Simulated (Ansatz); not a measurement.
Take CdTe in the zinc blende structure (space group F-43m, No. 216) as the base.

```
CdTe
1.0
    0.00000     3.30902     3.30902
    3.30902     0.00000     3.30902
    3.30902     3.30902     0.00000
Te Cd
1 1
Direct
  0.75000   0.75000   0.75000
  0.00000   0.00000   0.00000
```

Computed with PBE in Ansatz (plane waves to 420 eV, PAW, without spin-orbit coupling).

For the base:

| Item | Value |
|---|---|
| Volume per atom | 36.23 Å³ |
| Valley order | Γ 0.59 eV; L along ⟨111⟩ 1.76 eV |

It is then changed as follows: cell and atoms relaxed at a pressure of 60 GPa.

Problem. Predict the new volume per atom.

Solution. The volume per atom shrinks by 14.43 Å³ to 21.80 Å³.

Problem. What does the calculation give for the valley order after the change?

Solution. The valley order (the lowest conduction-band minima on the path, energy above the VBM, named in the base's zone) becomes X along ⟨100⟩ 1.25 eV; Γ 2.04 eV; L along ⟨111⟩ 2.07 eV (base: Γ 0.59 eV; L along ⟨111⟩ 1.76 eV).

With Te present, leaving out spin-orbit coupling can change the band edges. The levels and masses belong to the bands next to the band gap. Load acts through the strain it causes; cell and atoms are relaxed under it. Stability against distortions was not tested. Measured, CdTe leaves this structure (for cinnabar) near 3.53 GPa (temperature not stated; as listed in Datta, Sujoy, Jana, Debnarayan, arXiv (2020)), on rising pressure, with hysteresis.

Ansatz is a quantum-chemistry and plane-wave program.
